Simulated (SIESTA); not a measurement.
Worked example: self-consistent single point of Zr4CuNi (I422, 6 atoms in the cell) in SIESTA

Level of theory: GGA PBEsol, numerical atomic orbitals DZP, PseudoDojo PBEsol standard norm-conserving potentials (rewritten from UPF to PSML) (SIESTA).

Input:

```
# files in the folder: Zr.psml Cu.psml Ni.psml (PseudoDojo PBEsol standard)
SystemName  Zr4CuNi
SystemLabel Zr4CuNi

NumberOfAtoms                6
NumberOfSpecies              3
%block ChemicalSpeciesLabel
  1 40 Zr
  2 29 Cu
  3 28 Ni
%endblock ChemicalSpeciesLabel
LatticeConstant              5.338125 Ang
%block LatticeVectors
    -0.617279475    0.617279475    0.487782695
     0.617279475   -0.617279475    0.487782695
     0.617279475    0.617279475   -0.487782695
%endblock LatticeVectors
AtomicCoordinatesFormat      Bohr
%block AtomicCoordinatesAndAtomicSpecies
     8.234281605    2.007416706    2.460276960  1
    -2.007416706    8.234281605    2.460276960  1
     4.219448193   -2.007416706    2.460276960  1
     2.007416706    4.219448193    2.460276960  1
     0.000000000    0.000000000    4.920553921  2
     0.000000000    0.000000000    0.000000000  3
%endblock AtomicCoordinatesAndAtomicSpecies

XC.functional                GGA
XC.authors                   PBEsol
PAO.BasisSize                DZP
PAO.EnergyShift              0.01 Ry
MeshCutoff                   400 Ry
%block kgrid.MonkhorstPack
    5   0   0  0.0
    0   5   0  0.0
    0   0   5  0.0
%endblock kgrid.MonkhorstPack
OccupationFunction           MP
OccupationMPOrder            0
ElectronicTemperature        136.0 meV

MaxSCFIterations             150
SCF.Mixer.Method             Pulay
SCF.Mixer.Weight             0.2
SCF.Mixer.History            8
SCF.DM.Tolerance             1.0E-04
Diag.ParallelOverK           true
WriteForces                  true
Charge.Mulliken              end
```

Log, with long lists cut:

```
reinit: Reading from file input.fdf

reinit: System Name: Zr4CuNi
reinit: System Label: Zr4CuNi

coor:   Atomic-coordinates input format  =     Cartesian coordinates
coor:                                            (in Bohr units)

siesta: Atomic coordinates (Bohr) and species
siesta:      8.23428   2.00742   2.46028  1        1
siesta:     -2.00742   8.23428   2.46028  1        2
siesta:      4.21945  -2.00742   2.46028  1        3
siesta:      2.00742   4.21945   2.46028  1        4
siesta:      0.00000   0.00000   4.92055  2        5
siesta:      0.00000   0.00000   0.00000  3        6

siesta: System type = bulk

initatomlists: Number of atoms, orbitals, and projectors:      6   114   108

siesta: ******************** Simulation parameters ****************************
redata: Spin configuration                          = none
redata: Time-Reversal Symmetry                      = T
redata: Number of Atomic Species                    =        3
redata: Mesh Cutoff                                 =   400.0000 Ry
redata: Net charge of the system                    =     0.0000 |e|
redata: Min. number of SCF Iter                     =        0
redata: Max. number of SCF Iter                     =      150
redata: SCF convergence failure will abort job
redata: SCF mix quantity                            = Hamiltonian
redata: Mix DM or H after convergence               =   F
redata: Recompute H after scf cycle                 =   F
redata: Mix DM in first SCF step                    =   T
redata: No kicks to SCF
redata: DM Mixing Weight for Kicks                  =     0.5000
redata: Require Harris convergence for SCF          =   F
redata: Harris energy tolerance for SCF             =     0.000100 eV
redata: Require DM convergence for SCF              =   T
redata: DM tolerance for SCF                        =     0.000100
redata: Require EDM convergence for SCF             =   F
   [... lines left out ...]
diag: Used triangular part                          = Lower
diag: Absolute tolerance                            =  0.100E-15
diag: Orthogonalization factor                      =  0.100E-05
diag: Memory factor                                 =  1.0000

superc: Internal auxiliary supercell:     7 x     7 x     5  =     245
superc: Number of atoms, orbitals, and projectors:   1470  27930  26460

                        Single-point calculation

superc: Internal auxiliary supercell:     7 x     7 x     5  =     245
superc: Number of atoms, orbitals, and projectors:   1470  27930  26460

outcell: Unit cell vectors (Ang):
       -3.295115    3.295115    2.603845
        3.295115   -3.295115    2.603845
        3.295115    3.295115   -2.603845

outcell: Cell vector modules (Ang)   :    5.338125    5.338125    5.338125
outcell: Cell angles (23,13,12) (deg):    103.7645    103.7645    121.6101
outcell: Cell volume (Ang**3)        :    113.0879
new_DM -- step:     1
Initializing Density Matrix...

Attempting to read DM from file... Failed...
DM filled with atomic data:

InitMesh: MESH = 60 x 60 x 72 = 259200
InitMesh: Mesh cutoff (required, used) =   400.000   458.177 Ry

stepf: Methfessel-Paxton step function
       Using Hermite-Gauss polynomials of order  0
        iscf     Eharris(eV)        E_KS(eV)     FreeEng(eV)     dDmax    Ef(eV) dHmax(eV)
   scf:    1   -13111.491989   -14537.502748   -14537.563116  1.872070 -2.553987181.260759
   scf:    2   -14537.660502   -15109.216762   -15109.282330  2.882506 -3.759254 71.412913
   scf:    3   -15218.074489   -15184.806101   -15184.875260  1.639173 -4.209696 47.245276
   scf:    4   -15198.790419   -15193.693726   -15193.770421  0.342175 -4.390863 39.837448
   scf:    5   -15211.724587   -15214.898762   -15214.945418  0.808770 -4.613632 16.343253
   scf:    6   -15181.373327   -15210.174389   -15210.220848  0.235126 -4.748821 20.571657
   [... 7 lines left out ...]
   scf:   14   -15220.488295   -15220.484196   -15220.528400  0.001924 -4.812706  0.456058
   scf:   15   -15220.489342   -15220.487461   -15220.531714  0.002259 -4.812804  0.155889
   scf:   16   -15220.488033   -15220.487817   -15220.532084  0.000706 -4.812776  0.058028
   scf:   17   -15220.487881   -15220.487868   -15220.532143  0.000354 -4.812765  0.007855
   scf:   18   -15220.487867   -15220.487868   -15220.532144  0.000057 -4.812758  0.000309
SCF Convergence by DM+H criterion
max |DM_out - DM_in|         :     0.0000567316
max |H_out - H_in|      (eV) :     0.0003092758
SCF cycle converged after 18 iterations

Using DM_out to compute the final energy and forces

siesta: E_KS(eV) =           -15220.4879

siesta: E_KS - E_eggbox =    -15220.4879

siesta: Atomic forces (eV/Ang):
     1   -0.053112   -0.052089    0.001915
     2    0.052929   -0.052929   -0.000000
     3    0.052090    0.053112   -0.001915
     4   -0.052648    0.052648    0.000000
     5   -0.001080    0.001080   -0.000000
     6   -0.000034    0.000034   -0.000000
   Tot   -0.001856    0.001856   -0.000000
   Max    0.053112
   Res    0.035138    sqrt( Sum f_i^2 / 3N )
   Max    0.053112    constrained

Stress tensor Voigt[x,y,z,yz,xz,xy] (kbar):       74.25       74.25       80.33        0.14        0.14        0.07
(Free)E + p*V (eV/cell)   -15225.9162
Target enthalpy (eV/cell)   -15220.5321

siesta: Program's energy decomposition (eV):
siesta: Ebs     =     -2762.158412
siesta: Eions   =     20584.106361
siesta: Ena     =      2487.881142
siesta: Ekin    =      6067.445894
siesta: Enl     =     -1060.064951
siesta: Eso     =         0.000000
siesta: Edftu   =         0.000000
siesta: DEna    =       149.507145
siesta: DUscf   =         5.772660
siesta: DUext   =         0.000000
siesta: Ex      =     -2132.699856
siesta: Ec      =      -154.223542
siesta: Exc     =     -2286.923398
siesta: Eharris =    -15220.487867
siesta: Etot    =    -15220.487868
siesta: FreeEng =    -15220.532144

siesta: Atomic forces (eV/Ang):
siesta:      1   -0.053112   -0.052089    0.001915
siesta:      2    0.052929   -0.052929   -0.000000
siesta:      3    0.052090    0.053112   -0.001915
siesta:      4   -0.052648    0.052648    0.000000
siesta:      5   -0.001080    0.001080   -0.000000
siesta:      6   -0.000034    0.000034   -0.000000
siesta: ----------------------------------------
siesta:    Tot   -0.001856    0.001856   -0.000000

siesta: Stress tensor (static) (eV/Ang**3):
siesta:     0.046344    0.000046    0.000089
siesta:     0.000046    0.046344    0.000089
siesta:     0.000089    0.000089    0.050139

   [... lines left out ...]
siesta: Cell volume =        113.087934 Ang**3
siesta:         -76.27814753        -74.14307643  kBar
   [... lines left out ...]

             -0.034  -0.072  -0.075
   4 12.020   1.893   0.494   0.165   1.953   1.942   1.953   0.298   0.229
              0.298   0.594   0.678   0.542   0.678   0.617  -0.062  -0.072

             -0.034  -0.072  -0.075

Species: Cu
Atom  Qatom  Qorb
               3s      4s      4s      3py     3pz     3px     4py     4pz
               4px     3dxy    3dyz    3dz2    3dxz    3dx2-y2 3dxy    3dyz
               3dz2    3dxz    3dx2-y2
   5 19.109   1.938   0.435  -0.006   2.007   2.009   2.007   0.465   0.423
              0.465   1.719   1.734   1.692   1.734   1.726   0.141   0.152

              0.157   0.152   0.159

Species: Ni
Atom  Qatom  Qorb
               3s      4s      4s      3py     3pz     3px     4py     4pz
               4px     3dxy    3dyz    3dz2    3dxz    3dx2-y2 3dxy    3dyz
               3dz2    3dxz    3dx2-y2
   6 17.812   1.945   0.656  -0.141   2.012   2.014   2.012   0.332   0.268
              0.332   1.740   1.801   1.707   1.801   1.774  -0.088  -0.087

             -0.093  -0.087  -0.086

mulliken: Qtot =       85.000

Mulliken Atomic Populations:
Atom #   charge [q] valence [e]  Species
     1    -0.019843   12.019843  Zr
     2    -0.019816   12.019816  Zr
     3    -0.019843   12.019843  Zr
     4    -0.019797   12.019797  Zr
     5    -0.108516   19.108516  Cu
     6     0.187814   17.812186  Ni
 Total    -0.000000
```

The run converged in 18 iterations.

The starting cell comes from a database of computed structures (which also holds hypothetical and non-ambient phases and stackings), without a prior relaxation at this level. Spin polarisation is off. Values carry the incompleteness of an atom-centred basis. With a pressure of about -8 GPa the cell is away from its equilibrium volume at this level.

Cost on one core of a shared machine: roughly 60 s.
